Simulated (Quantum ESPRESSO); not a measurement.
## Pressure against volume in rock-salt SrO (space group 225) (Quantum ESPRESSO, PBE)

```xyz
2
Lattice="0.0000 2.5341 2.5341 2.5341 0.0000 2.5341 2.5341 2.5341 0.0000" Properties=species:S:1:pos:R:3 pbc="T T T"
Sr     0.0000     0.0000     0.0000
O      2.5341     2.5341     2.5341
```

Computed with PBE, PSlibrary PAW (PBE) pseudopotentials (plane waves; Quantum ESPRESSO). Settings: ecutwfc = 72 Ry; ecutrho = 504 Ry; occupations = smearing; smearing = fd; degauss = 0.000734986 Ry; potentials = {Sr: Sr.pbe-spn-kjpaw_psl.1.0.0.UPF, O: O.pbe-n-kjpaw_psl.0.1.UPF}; K_POINTS = automatic 11 11 11 0 0 0; conv_thr = 1e-10 Ry; mixing_beta = 0.4. The cell above is the first row's. The rows scale it uniformly. In all rows fractional positions and the k mesh are held.

| V (Å^3/atom) | P (GPa) |
|---|---|
| 16.274 | ? |
| 16.627 | 4.99 |
| 16.981 | 2.84 |
| 17.335 | 0.92 |
| 17.689 | -0.81 |
| 18.042 | -2.35 |
| 18.396 | -3.72 |
| 18.750 | -4.96 |
| 19.104 | -6.06 |

Question: Fit P against V with a cubic, and predict the withheld value at V = 16.274.

Answer: With u = V - 17.9, the rows have u = -1.2730, -0.9190, -0.5650, -0.2110, 0.1420, 0.4960, 0.8500, 1.2040. Least squares gives P = -1.749 - 4.3073·u + 0.6863·u² - 0.0692·u³. Residuals (row less fit): 0.001, -0.003, 0.004, -0.001, -0.003, 0.005, -0.003, 0.001; standard error 0.004 (degrees of freedom: 4). The fitted pressure is zero at V0 = 17.52, where dP/dV = -4.862, so B0 = -V0·dP/dV = 85.2 GPa. At the withheld row, u = -1.6260, so P = -1.749 - 4.3073 × (-1.6260) + 0.6863 × (-1.6260)² - 0.0692 × (-1.6260)³ = 7.367 GPa. The calculation gives 7.40 GPa, 0.033 GPa above the prediction (0.2 % of the range of P in the table). The row lies outside the fitted rows, so this is an extrapolation. From the scatter of the fitted rows alone, a prediction at this place has a standard error of 0.011 GPa, so the miss is 3.0 times that.

Carrying the step between the two nearest rows on in a straight line would have given 7.13, off by 0.27; series whose last step already gives the withheld value aren't shown. The scan was laid around a cell of about the measured size, scaled by a guess for this functional. The runs keep the symmetry of the cell, so they don't test it for distortions. Cutoffs and mesh are single choices, not tested for convergence of this quantity. Series with a scatter that would blur these digits, or in which a gap closes, are not shown.
